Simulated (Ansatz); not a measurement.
Adsorption energy and surface dipole of Cl on the 1x1 (100) surface of beta Ga2O3 (cut with top plane Ga + 2 O), one in a 1x1 cell, started at the site 'hollow Ga-O-O over Ga at depth 3.2 Å', worked from the runs' numbers; total energies count from the potentials' own zero.

Host crystal: beta Ga2O3, with a band gap (PBE, scalar-relativistic without spin-orbit coupling).

Level of theory: PBE (plane waves to 420 eV, PAW; Ansatz, a quantum-chemistry and plane-wave program).

Slab: 21 atoms, 10.2 Å thick at the start under the adsorbate (thin: gaps and levels are the slab's own); k 6x4x1, smearing 0.01 eV, dipole-corrected; 10 atoms held, the rest relaxed; no symmetry held; spin-polarised, ending with about 0.7 μB a cell, a value that depends on the mesh; orders that need a larger cell were not tried, no spin-orbit, no U, no dispersion correction. The slab shows no gap over 0.04 eV on its mesh. At the end it is bonded to Ga. In PBE it is, or lies within 0.03 eV of, the lowest of the starts that converged.

```tsv
quantity	value
slab with the adsorbate	-38157.978 eV
clean slab, same cell and mesh	-37079.189 eV
reference, ½ Cl2(g)	-1079.444 eV
area of the cell	18.12 Å²
change of the step from the bottom to the top vacuum level	1.039 eV
```

Problem. What is the adsorption energy against this reference?

Solution. E(slab + adsorbate) − E(slab) − E(reference) = 0.66 eV, so in this state the adsorbate is less stable than in the reference, at a coverage of 5.52 a nm².

Problem. What dipole does adsorption add to the slab along the outward normal (Helmholtz relation, ε₀ = 0.005526 e/(V·Å))?

Solution. p = −ε₀·A·ΔV = -0.104 e·Å = -0.50 D; its negative end points to the vacuum, which raises the vacuum level.
